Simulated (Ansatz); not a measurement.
L1₀ (CuAu-type) CuAu, treated with r²SCAN+rVV10 in Ansatz (PAW).

Run with plane-wave cutoff 560 eV, 20×20×16 k mesh (along the axes of the cell as run), Fermi–Dirac smearing 0.05 eV, no spin polarisation, scalar-relativistic PAW data made under PBE.

Computed at the level's own relaxed cell.

Problem. Predict the pressure derivative B′ of the bulk modulus, volume per atom, bulk modulus and equilibrium lattice constant a (two-atom tetragonal cell).

Solution. 
* **pressure derivative B′ of the bulk modulus**: 5.4
* **volume per atom**: 14.30 Å³/atom
* **bulk modulus**: 167 GPa
* **equilibrium lattice constant a (two-atom tetragonal cell)**: 2.833 Å

The run finds no gap.

Measured, for comparison: lattice constant a 2.8 Å (temperature not stated, not corrected to a static lattice; as tabulated in Nepal et al. (2019), arXiv:1905.09348). Computed (rounded) less measured: lattice constant a +1.2 %.

Note: the bulk modulus comes from volumes at which shape and atoms were relaxed.

Spin–orbit coupling is not included; it can shift volumes and moduli of such heavy elements.

The computed numbers hold no vibrational or temperature effects.

Ansatz is a quantum-chemistry and plane-wave program.
